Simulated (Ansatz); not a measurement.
**SiO2: band gap against strain**

SiO2 (rutile, P4_2/mnm, 7.854 Å³/atom and stress up to 0.01 GPa in the relaxed cell, c along z) under an equal strain ε in the (001) plane with the normal axis free, as in a coherent film. PBEsol in Ansatz, a plane-wave DFT program (PAW, default set), 420 eV, 8×8×12 Γ-centred mesh, Fermi-Dirac smearing 0.05 eV; ions are relaxed, or left where forces stay under 0.02 eV/Å, within the symmetry of each cell. Gaps are the smallest over the k-mesh and a band path, without spin-orbit coupling; in all rows the valence edge lies at Γ and the conduction edge at Γ.

Here s stands for strain and Eg for gap.

| strain (%) | gap (eV) |
|---|---|
| 0.00 | 5.354 |
| 0.60 | 5.258 |
| 1.20 | 5.166 |
| 1.80 | 5.079 |
| 3.00 | ? |

Fit Eg against s with a straight line, and predict the withheld value at s = 3.00.

Means: s 0.90000, Eg 5.2142. About the means, the sum of products is -0.27510 and the sum of squares of s is 1.8000; the slope is their ratio. Least squares gives Eg = 5.3518 - 0.15283·s. Residuals (row less fit): 0.0022, -0.0021, -0.0024, 0.0023; standard error 0.0032 (degrees of freedom: 2). Over these rows the gap moves by -15.3 ± 0.2 eV per unit strain. At the withheld row, Eg = 5.3518 - 0.15283 × 3.0 = 4.8933 eV. The calculation gives 4.923 eV, 0.0297 eV above the prediction (6.9 % of the range of Eg in the table). The row lies outside the fitted rows, so this is an extrapolation. From the scatter of the fitted rows alone, a prediction at this place has a standard error of 0.0061 eV, so the miss is 4.9 times that.

A polynomial of degree 2 through the 5 other runs of the series gives 4.920 there, so most of the miss is curvature that the fit leaves out. SiO2 is here stishovite, a high-pressure form. Rows are the converged runs of the series near zero and its far end; series whose fitted rows scatter by over a few per cent of the range, as at a crossing or softening among them, aren't shown in this form, nor equations of state whose B0' disagrees with the runs' pressures. Most that stay on the fit to the last digits aren't either.
